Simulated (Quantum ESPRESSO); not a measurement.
A user runs Quantum ESPRESSO on Cu2OF2 (P1, 10 atoms in the cell) and asks whether the run is sound. The aim is a self-consistent single point with DFT, PBEsol, plane waves, PSlibrary PAW (PBE) pseudopotentials.

Input as run:

```fortran
&CONTROL
    calculation = 'scf'
    prefix = 'scf'
    outdir = './work'
    pseudo_dir = './'
    tprnfor = .true.
    tstress = .true.
/
&SYSTEM
    ibrav = 0
    nat = 10
    ntyp = 3
    ecutwfc = 55
    ecutrho = 330
    occupations = 'smearing'
    smearing = 'gaussian'
    degauss = 0.0073499
    input_dft = 'pbesol'
/
&ELECTRONS
    conv_thr = 1.0d-9
    mixing_beta = 0.3
/
ATOMIC_SPECIES
Cu    63.5460  Cu.pbe-dn-kjpaw_psl.1.0.0.UPF
O     15.9990  O.pbe-n-kjpaw_psl.0.1.UPF
F     18.9984  F.pbe-n-kjpaw_psl.1.0.0.UPF
ATOMIC_POSITIONS {angstrom}
Cu    2.84857657    0.01091696    0.00795222
Cu    1.93191281    2.73795810    0.01023152
Cu    0.95442372    1.40298761    2.54146959
Cu   -1.89685735    1.40231839    2.54025397
O     2.38093221    1.36195624    1.26713857
O    -0.47334444    1.45221570    3.81544606
F     1.46478342    4.12628899    1.32498213
F     2.36910502    1.38750235    3.87794952
F    -0.45970963    1.40436816    1.20569878
F     0.42440577   -1.31513439    3.75815967
K_POINTS {automatic}
3 3 3  0 0 0
CELL_PARAMETERS {angstrom}
   5.70279000     0.00000000     0.00000000
  -1.84247700     5.44928400     0.00000000
  -1.95885000    -2.66086200     5.06511000
```

Output (repeated stretches shortened):

```
     file Cu.pbe-dn-kjpaw_psl.1.0.0.UPF: wavefunction(s)  4S 3D renormalized
     file O.pbe-n-kjpaw_psl.0.1.UPF: wavefunction(s)  2P renormalized
     file F.pbe-n-kjpaw_psl.1.0.0.UPF: wavefunction(s)  2S 2P renormalized
     G-vector sticks info
     --------------------
   [... lines left out ...]
         5        O      tau(   5) = (   0.4175030   0.2388228   0.2221963  )
         6        O      tau(   6) = (  -0.0830023   0.2546500   0.6690490  )
         7        F      tau(   7) = (   0.2568538   0.7235562   0.2323393  )
         8        F      tau(   8) = (   0.4154291   0.2433024   0.6800092  )
         9        F      tau(   9) = (  -0.0806114   0.2462598   0.2114226  )
        10        F      tau(  10) = (   0.0744207  -0.2306125   0.6590037  )

     number of k points=    14  Gaussian smearing, width (Ry)=  0.0073
                       cart. coord. in units 2pi/alat
        k(    1) = (   0.0000000   0.0000000   0.0000000), wk =   0.0740741
        k(    2) = (   0.0000000   0.0000000   0.3752989), wk =   0.1481481
        k(    3) = (   0.0000000   0.3488403   0.1832568), wk =   0.1481481
   [... 11 lines left out ...]

     Dense  grid:   107571 G-vectors     FFT dimensions: (  64,  64,  72)

     Smooth grid:    58529 G-vectors     FFT dimensions: (  54,  54,  54)

     Initial potential from superposition of free atoms

     starting charge      83.9991, renormalised to      84.0000
     Self-consistent Calculation

     iteration #  1     ecut=    55.00 Ry     beta= 0.30

     total energy              =   -1158.54074704 Ry
     estimated scf accuracy    <       1.88359641 Ry

     iteration #  2     ecut=    55.00 Ry     beta= 0.30

     total energy              =   -1158.85579007 Ry
     estimated scf accuracy    <       0.80692608 Ry

     iteration #  3     ecut=    55.00 Ry     beta= 0.30

     total energy              =   -1158.90852408 Ry
     estimated scf accuracy    <       1.90685832 Ry

   [... 14 blocks of this kind left out ...]

     iteration # 18     ecut=    55.00 Ry     beta= 0.30

     total energy              =   -1159.01142876 Ry
     estimated scf accuracy    <          6.6E-09 Ry

     iteration # 19     ecut=    55.00 Ry     beta= 0.30
     End of self-consistent calculation

     the Fermi energy is     2.8350 ev

!    total energy              =   -1159.01142876 Ry
     estimated scf accuracy    <          8.0E-10 Ry
     smearing contrib. (-TS)   =      -0.00452863 Ry
     internal energy E=F+TS    =   -1159.00690013 Ry

     convergence has been achieved in  19 iterations

     Forces acting on atoms (cartesian axes, Ry/au):

     atom    1 type  1   force =     0.00008705    0.00023058    0.00001883
     atom    2 type  1   force =    -0.00025660   -0.00026563   -0.00037457
     atom    3 type  1   force =    -0.00020243   -0.00017184    0.00034411
     atom    4 type  1   force =    -0.00034689   -0.00016017    0.00041039
   [... lines left out ...]

     Total force =     0.033633     Total SCF correction =     0.000072

          total   stress  (Ry/bohr**3)                   (kbar)     P=      -36.77
  -0.00021477   0.00003720   0.00000241          -31.59        5.47        0.35
   0.00003720  -0.00020747   0.00000049            5.47      -30.52        0.07
   0.00000241   0.00000049  -0.00032763            0.35        0.07      -48.20

   JOB DONE.
```

### Question
Can these results be used? Check the input.

### Answer
The run is not sound. The fault is no spin polarisation for a cell with magnetic atoms. A run without spin cannot form moments, so any exchange energy of the magnetic state is missed. To fix it, switch spin polarisation on and give starting moments. The run converged in 19 iterations without an error; against the sound input the free energy goes up by 17.7 meV/atom, the pressure goes from -3.36 to -3.68 GPa, the largest force goes from 0.378 to 0.461 eV/Å and the net moment of 0.34 μB/atom is absent without spin.

An input that runs soundly differs in these lines (not the only fix; some lines may just follow from the change or write a value another way):
```diff
+    nspin = 2
+    starting_magnetization(1) = 0.091
```

With that input, the run converged in 23 iterations: free energy E − TS -15769.3308 eV; Fermi level (on the code's own zero) 2.69 eV; pressure -3.36 GPa; largest force (vector length) 0.378 eV/Å; size of the cell's spin moment 3.42 μB (DFT, PBEsol, plane waves, PSlibrary PAW (PBE) pseudopotentials).

On the sound input: the starting cell comes from a database of computed structures (which also holds hypothetical and non-ambient phases and stackings), without a prior relaxation at this level. The magnetic order is the one reached from the typed start; others were not searched systematically. With a pressure of about -3 GPa the cell is away from its equilibrium volume at this level. The run gives no clean gap (levels at the Fermi energy touch, overlap or are partly filled at this smearing), which alone does not show that the compound is a metal. Without a gap this mesh is coarse (it stands for a supercell whose shortest vector is 17 Å).
